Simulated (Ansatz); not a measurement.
**Ta: strain along the normal**

Ta (bcc, Im-3m, 18.068 Å³/atom and stress up to 0.01 GPa in the relaxed cell) under an equal strain ε in the (001) plane with the normal axis free, as in a coherent film. r2SCAN in Ansatz, a plane-wave DFT program (PAW, default set), 500 eV, 28×28×28 Γ-centred mesh, Fermi-Dirac smearing 0.10 eV.

Here s stands for strain and y for normal strain.

```csv
strain (%),normal strain (%)
-3.00,?
-1.50,1.87
-1.00,1.24
-0.50,0.61
0.00,0.00
0.50,-0.60
1.00,-1.20
1.50,-1.80
```

The 7 complete rows are fitted with a straight line, y against s. Means: s 0, y 0.017. About the means, the sum of products is -8.5500 and the sum of squares of s is 7.0000; the slope is their ratio. Least squares gives y = 0.017 - 1.2214·s. Residuals (row less fit): 0.021, 0.002, -0.018, -0.017, -0.006, 0.004, 0.015; standard error 0.016 (degrees of freedom: 5). The slope, about -1.2, is the elastic response of the normal axis, −2C12/C11 for this plane.

### Question
Predict the withheld y at s = -3.00 from the fit, and compare with the calculation.

### Answer
y = 0.017 - 1.2214 × (-3.0) = 3.681%. The calculation gives 3.90%, 0.219% above the prediction (3.8 % of the range of y in the table). The row lies outside the fitted rows, so this is an extrapolation. From the scatter of the fitted rows alone, a prediction at this place has a standard error of 0.025%, so the miss is 8.8 times that.

A polynomial of degree 2 through the 12 other runs of the series gives 3.80 there. In a metal these values are sensitive to mesh and smearing; energies are taken to zero smearing, stresses follow the free energy. Rows are the converged runs of the series near zero and its far end, less any whose ions stayed unrelaxed beside relaxed ones; series whose fitted rows scatter by over a few per cent of the range, as at a crossing or softening among them, aren't shown in this form. Most that stay on the fit to the last digits aren't either.
